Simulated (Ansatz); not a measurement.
# Pressure series in hypothetical CsCl type TlAs

Consider TlAs in the CsCl type structure (space group Pm-3m, No. 221; a hypothetical phase, not in the database extracts checked).

```xyz
2
Lattice="3.6831 0.0000 0.0000 0.0000 3.6831 0.0000 0.0000 0.0000 3.6831" Properties=species:S:1:pos:R:3 pbc="T T T"
Tl     0.0000     0.0000     0.0000
As     1.8416     1.8416     1.8416
```

Cell and atoms are relaxed at each pressure.

Level of theory: PBE (Ansatz, a program for electronic structure), no spin-orbit coupling.

```tsv
pressure (GPa)	volume per atom (Å³/atom)
-2	26.252
-1	?
0	24.981
0.9	24.526
2.1	23.989
4.5	23.080
9	21.791
15	20.527
```

Problem. Fit the third-order Birch–Murnaghan form P(V) = (3B₀/2)[(V₀/V)^(7/3) − (V₀/V)^(5/3)]·[1 + (3/4)(B₀′ − 4)((V₀/V)^(2/3) − 1)] (squares taken in P) to the rows shown and predict the withheld row.

Solution. Least squares on the printed values gives V₀ = 24.990 Å³/atom, B₀ = 46.3 GPa, B₀′ = 5.0; this predicts 25.568 Å³/atom, and the run gives 25.562 Å³/atom, 0.006 lower.

Load acts through the strain it causes; cell and atoms are relaxed under it. No phonon test of stability was made. Competing high-pressure phases were not computed. The final runs are not spin-polarised.
